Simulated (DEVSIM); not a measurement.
Structure: abrupt InP p-n junction, at 450 K.

Layer 1 from the left is InP, thickness (μm) 14.0, Na (cm⁻³) 1.5e16, τn (s) 4e-10, τp (s) 4e-10. Layer 2 from the left is InP, thickness (μm) 0.680, Nd (cm⁻³) 9.8e14, τn (s) 4e-10, τp (s) 4e-10.

Left contact: ohmic. Right contact: ohmic. Voltage is applied to the left contact. Recombination: SRH at mid-gap, radiative. Mobility is constant in doping.

The device is made up for the run: typed textbook-type constants, with dimensions and the other settings drawn at random. Values at 300 K; Nc and Nv go as T^1.5, mobilities as T to minus their exponent, the gap by Varshni's rule with the affinity fixed.

InP: gap (eV) 1.344, affinity (eV) 4.38, permittivity 12.5, Nc (cm⁻³) 5.7e17, Nv (cm⁻³) 1.1e19, μn (cm²/Vs) 5200, μp (cm²/Vs) 170, T exponent of μn 2, T exponent of μp 2, B (cm³/s) 1.2e-10, Varshni α (eV/K) 0.000363, Varshni β (K) 162.

DEVSIM, 1D drift-diffusion, Boltzmann statistics, complete ionisation; no tunnelling, impact ionisation, image-force lowering or self-heating.

**Question.** What does the simulation give for the largest field in the device at zero bias, the dark forward voltage at 1 A/cm², the dark forward voltage at 100 A/cm²?

**Answer.** largest field in the device at zero bias 15000 V/cm; dark forward voltage at 1 A/cm² 0.489 V; dark forward voltage at 100 A/cm² 1.347 V.
